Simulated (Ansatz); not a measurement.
Take SiC (space group Pm-3n, No. 223; a = 5.3313 Å; a hypothetical phase, not in the database extracts checked) as the base. Axes: x, y, z lie along the cube axes.

Computed with PBEsol, PAW, 420 eV (Ansatz, a program for electronic structure; no spin-orbit coupling).

Modification: an isotropic linear strain of +2.54 %; the atoms relax in the strained cell.

Problem. Predict the stress tensor and what it implies for the stiffness.

Solution. Stress of the strained cell less that of the base (GPa, compression positive):
```
 -11.21    0.00    0.00
   0.00  -11.21    0.00
   0.00    0.00  -11.21
```

Then B = −ΔP/(ΔV/V₀) with ΔV/V₀ = 0.0782 gives secant stiffness values (nonlinear terms included at this strain): B ≈ 143 GPa.

As a check, the harmonic strain energy −½ V₀ Δσ:ε is 34 meV/atom; the computed energy rise is 37 meV/atom.

Stability against distortions was not tested.
